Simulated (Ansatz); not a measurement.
Results of PBE in Ansatz (plane waves, PAW) for MgS (model structure, started from the HgTe type, Fm-3m, No. 225, 6 atoms in the cell).

Settings: plane-wave cutoff 520 eV, 12×12×4 k mesh (along the axes of the cell as run), Fermi–Dirac smearing 0.01 eV, scalar-relativistic PAW data made under PBE.

The cell is the one relaxed with PBEsol. Conventional cell: a = 5.1820 Å, b = 5.1820 Å, c = 5.1820 Å, α = 90.00°, β = 90.00°, γ = 90.00°.

```
MgS
1.0
    3.66421     0.00000     0.00000
   -1.83210     3.17329     0.00000
    0.00000     0.00000     8.97554
Mg S
3 3
Direct
  0.33332   0.33332   0.00000
  0.66668   0.00000   0.33333
  0.00000   0.66668   0.66667
  0.33335   0.33335   0.50000
  0.66665   0.00000   0.83333
  0.00000   0.66665   0.16667
```

Problem. List the 15 lowest band energies at Γ above −25 eV (eV, relative to the valence band maximum), grouping those that round alike.

Solution. At Γ: -12.74, -11.81 (×2), -3.88 (×2), -0.47 (×4), 0.00 (×3), 3.82, 4.81 (×2).

Note: cell and atoms aren't relaxed at this level (pressure 2.2 GPa).

A model structure was made by putting elements into a prototype or built by hand; here it ended with the formula and space group of a phase in our tables.

Ansatz is a program for electronic structure.
